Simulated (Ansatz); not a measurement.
Band-edge transport in monolayers: monolayer ZrSe2 under several functionals (Ansatz, an electronic-structure program, without spin-orbit coupling). The PBE cell:

```yaml
crystal:
  lattice:
    - [3.79880, 0.00000, 0.00000]
    - [-1.89940, 3.28986, 0.00000]
    - [0.00000, 0.00000, 19.09986]
  atoms:
    - { symbol: Zr, position: [0.00000, 0.00000, 0.50000] }
    - { symbol: Se, position: [0.33333, 0.66667, 0.58285] }
    - { symbol: Se, position: [0.66667, 0.33333, 0.41715] }
```

```
Functional  cell relaxed with  band gap  electron conductivity mass  hole conductivity mass
----------  -----------------  --------  --------------------------  ----------------------
PBE                       PBE   0.50 eV                     0.39 mₑ                 0.23 mₑ
HSE06                     PBE   1.16 eV                     0.39 mₑ                 0.25 mₑ
```

For the band gap, PBE gives 0.50 eV and HSE06 1.16 eV: PBE lies 57 % below.

Masses are for dilute carriers at 300 K, harmonic means over directions unless an axis is named. Spin-orbit coupling is left out; without it hole values are far off for these elements.

Model free-standing layer, not matched to a measured one here: monolayer ZrSe2.
